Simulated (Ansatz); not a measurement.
FeCo3 (model structure, Pmma, No. 51, 8 atoms in the cell) was calculated with PBEsol in Ansatz (PAW).

Numerical settings: plane-wave cutoff 520 eV, 14×14×10 k mesh (along the axes of the cell as run), Fermi–Dirac smearing 0.05 eV, spin-polarised with parallel moments, scalar-relativistic PAW data made under PBE.

Cell (relaxed at this level):

```yaml
crystal:
  lattice:
    - [3.94379, 0.00000, 0.00000]
    - [0.00000, 3.93040, 0.00000]
    - [0.00000, 0.00000, 5.55524]
  atoms:
    - { symbol: Co, position: [0.25000, 0.00000, 0.37152], spin: 1.7 }
    - { symbol: Co, position: [0.75000, 0.00000, 0.62848], spin: 1.7 }
    - { symbol: Fe, position: [0.25000, 0.00000, 0.87237], spin: 2.6 }
    - { symbol: Fe, position: [0.75000, 0.00000, 0.12763], spin: 2.6 }
    - { symbol: Co, position: [0.75000, 0.50000, 0.37441], spin: 1.7 }
    - { symbol: Co, position: [0.25000, 0.50000, 0.62559], spin: 1.7 }
    - { symbol: Co, position: [0.75000, 0.50000, 0.87802], spin: 1.7 }
    - { symbol: Co, position: [0.25000, 0.50000, 0.12198], spin: 1.7 }
```

What does this level give for the bulk modulus B0?


bulk modulus B0: 227 GPa

The run finds no gap.

Note: the magnetic order was assumed, not searched for or taken from measurement; the bulk modulus is −V dP/dV from two relaxed cells at ±2 % in volume; the relaxation could raise the start's symmetry but not lower it, so the cell can be a saddle point.

Spins in the cell block are starting values.

A model structure was made by putting elements into a prototype or built by hand; it is no filed structure, need not be a known phase, and can be a saddle point held by its symmetry.

Ansatz is a quantum-chemistry and plane-wave program.
